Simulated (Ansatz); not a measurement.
Base system: La₂O₃ (space group P-3m1, No. 164).

```
La2O3
1.0
    3.93527     0.00000     0.00000
   -1.96764     3.40805     0.00000
    0.00000     0.00000     6.12627
La O
2 3
Cartesian
  0.00000   2.27203   1.50789
  1.96764   1.13602   4.61838
  0.00000   0.00000   0.00000
  0.00000   2.27203   3.95827
  1.96764   1.13602   2.16799
```

Computed with r2SCAN (Ansatz, an electronic-structure program), no spin-orbit coupling.

Base values:

| Quantity | Result |
|---|---|
| Band gap | 4.23 eV |
| Gap character | indirect, L → K |
| Width of the top valence band | 0.38 eV |

Modification: an isotropic linear strain of −1.14 %; the atoms relax in the strained cell.

Task: How does this affect the band gap, energy relative to the base, gap character, largest internal atomic displacement and width of the top valence band?

Result: The band gap increases by 0.05 eV, from 4.23 eV to 4.28 eV; the energy grows by 8.0 meV/atom; the gap character changes from indirect, L → K to indirect, H–A (21 % along) → K; the largest internal atomic displacement comes out as 0.012 Å; the width of the top valence band increases by 0.04 eV to 0.42 eV.

Whether these cells are dynamically stable was not tested.
